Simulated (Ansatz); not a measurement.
Coverage and cell size: F on the 1x1 (111) surface of fcc Ni, ferromagnetic, one adsorbate a cell, in each cell the lowest of the starts that converged. Energies against ½ F2(g), without dispersion, zero-point or thermal terms; small cells hold the layer to their symmetry. A negative adsorption energy means that the adsorbate is more stable on the surface than in its reference.

These are PBE (plane waves to 420 eV, PAW; Ansatz, a program for electronic structure) values and carry that method's errors.

```tsv
area an adsorbate, end state	atoms	E_ads (eV)	height (Å)	Δ work function (eV)	rough cost
5 Å², bonded to 3 Ni	5	-2.08	1.36	(withheld)	very roughly 2.7 core-minutes
11 Å², bonded to 3 Ni	9	(withheld)	1.40	1.38	roughly 13 core-minutes
21 Å², bonded to 3 Ni	17	-2.81	1.46	0.62	very roughly 19 core-minutes
```

Q: Fill in the missing entries.

A: 
- 5 Å², bonded to 3 Ni, Δ work function (eV): 2.64
- 11 Å², bonded to 3 Ni, E_ads (eV): -2.60
